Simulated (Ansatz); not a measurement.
Partial pair distribution functions of a relaxed model of amorphous Si₃₆Ge₁₂, broadened by 0.06 Å; density 2.93 g/cm³. Computed with PBE, scalar-relativistic without spin-orbit coupling (plane waves to 420 eV, PAW; Ansatz, a first-principles code).

Preparation: random packing, a CHGNet melt and quench, and a DFT relaxation. The hot cell started wider than the set density and was brought back towards it in steps. It is the lowest in DFT energy of 2 quenches. It is a model cell: composition and starting density were chosen by hand, and all elements were melted together. No dispersion term was used. Its density started from a set value of 2.93 and ended at 2.93 g/cm³. The simulated quench (nominally 52 K/ps over its main leg) is rapid and tends to freeze in more defects than a deposited or slowly cooled glass has. A cell of this size samples the disorder only roughly. The volume was held where the preparation left it and the shape relaxed, at a PBE pressure of -2.7 GPa (tension). Stress components on the final sampling reach 2.8 GPa. On a 2×2×2 Γ-centred mesh force components of up to 0.22 eV/Å stay, since the relaxation ran on one k-point at (1/4, 1/4, 1/4).

| r (Å) | g Si-Si | g Si-Ge | g Ge-Ge |
|---|---|---|---|
| 2.15 | 0.01 | 0.00 | 0.00 |
| 2.25 | 0.85 | 0.03 | 0.00 |
| 2.35 | 5.51 | 1.13 | 0.01 |
| 2.45 | 4.92 | 5.17 | 0.40 |
| 2.55 | 1.12 | 3.33 | 2.38 |
| 2.65 | 0.06 | 0.74 | 3.06 |
| 2.75 | 0.00 | 0.49 | 3.45 |
| 2.85 | 0.00 | 0.10 | 0.63 |
| 2.95 | 0.00 | 0.04 | 0.01 |
| 3.05 | 0.00 | 0.14 | 0.00 |
| 3.15 | 0.04 | 0.04 | 0.10 |
| 3.25 | 0.15 | 0.14 | 1.09 |
| 3.35 | 0.48 | 0.42 | 1.05 |
| 3.45 | 0.77 | 0.54 | 1.14 |
| 3.55 | 1.11 | 1.00 | 1.44 |
| 3.65 | 1.64 | 1.49 | 1.09 |
| 3.75 | 1.71 | 1.35 | 0.74 |
| 3.85 | 2.03 | 1.56 | 1.14 |
| 3.95 | 2.10 | 1.67 | 1.14 |
| 4.05 | 1.60 | 1.85 | 2.18 |
| 4.15 | 1.16 | 1.67 | 2.03 |
| 4.25 | 0.94 | 1.49 | 1.57 |
| 4.35 | 1.06 | 1.21 | 1.92 |
| 4.45 | 1.07 | 1.16 | 1.41 |
| 4.55 | 0.76 | 1.11 | 0.61 |
| 4.65 | 0.84 | 0.84 | 0.59 |
| 4.75 | 0.94 | 0.82 | 1.57 |
| 4.85 | 0.83 | 0.71 | 1.20 |

Within 2.70 Å each Si has 3.06 Si neighbours on average.
